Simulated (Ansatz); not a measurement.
The starting structures come from a database of crystals and need not be the phases stable at ambient conditions.

By LDA and PBEsol, the system below comes out a metal.

Input:

```xyz
2
Lattice="3.0994 0.0000 0.0000 0.0000 3.9064 0.0000 0.0000 1.9532 1.9387" Properties=species:S:1:pos:R:3 pbc="T T T"
Al     0.0000     0.0000     0.0000
Ni     1.5497     3.9064     1.9387
```

Space group of this cell: Cmmm. The cell is taken as given.

The current runs along the normal of the first two printed vectors. All runs by Ansatz (a program for electronic structure), plane waves and PAW, without spin-orbit coupling; the base is PBEsol.

```
run                                                      mean pressure (GPa)  G/A, both spins (10¹⁵ S/m²)
-------------------------------------------------------  -------------------  ---------------------------
base                                                                     0.4                         1.02
all lengths scaled by 0.98                                              12.4                   (withheld)
all lengths scaled by 1.02                                              -8.7                         1.00
lda in place of pbesol                                                  -5.1                         1.03
lengths across the current scaled by 0.98, ions clamped                  8.0                   (withheld)
lengths along the current scaled by 0.97, ions clamped                   6.3                         1.04
lengths along the current scaled by 1.03, ions clamped                  -4.5                   (withheld)
```

Complete the blanks.


- all lengths scaled by 0.98, G/A, both spins (10¹⁵ S/m²): 1.07
- lengths across the current scaled by 0.98, ions clamped, G/A, both spins (10¹⁵ S/m²): 1.05
- lengths along the current scaled by 1.03, ions clamped, G/A, both spins (10¹⁵ S/m²): 1.01
